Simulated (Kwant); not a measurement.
Model system: quantum point contact (saddle potential) in a InSb two-dimensional gas. Effective mass 0.014 mₑ, grid spacing 10 nm, hard walls, nominal width 300 nm (29 grid rows, so walls 300 nm apart), one parabolic valley, scattering region 900 nm long along x; energies count from the band bottom; Fermi energy swept from 0.00014922 to 0.0208 eV. Potential (V0 + ½k y²) cos²(πx/L) for |x| < L/2, with V0 = 0.008 eV, k = 4.8e-06 eV/nm², L = 320 nm. Perpendicular field 0.066 T, also in the leads; orbital effect alone.

Constants are typed, rounded textbook-type inputs, not results; the design itself was drawn at random and stands for no fabricated device.

Model: effective-mass tight-binding model on a square grid, one spin, coherent transport at 0 K (Kwant). Conductance is in e²/h.

Sweep values stay those of the base run.

The length of the gated region was swept, all else fixed.

```tsv
length of the gated region (nm)	G (e²/h) at E = 10.33 meV	mean G (e²/h) over the sweep	G (e²/h) at E = 15.41 meV	G (e²/h) at E = 5.237 meV
80	0.68	0.93	1.59	0.12
160	0.47	0.81	1.49	0.0041
220	0.45	0.79	1.46	0.00039
320	?	0.78	1.42	?
420	0.36	0.78	1.38	2.5e-7
```

**Question.** Some entries are withheld; supply them.

**Answer.** 
- 320, G (e²/h) at E = 10.33 meV: 0.40
- 320, G (e²/h) at E = 5.237 meV: 9.4e-6
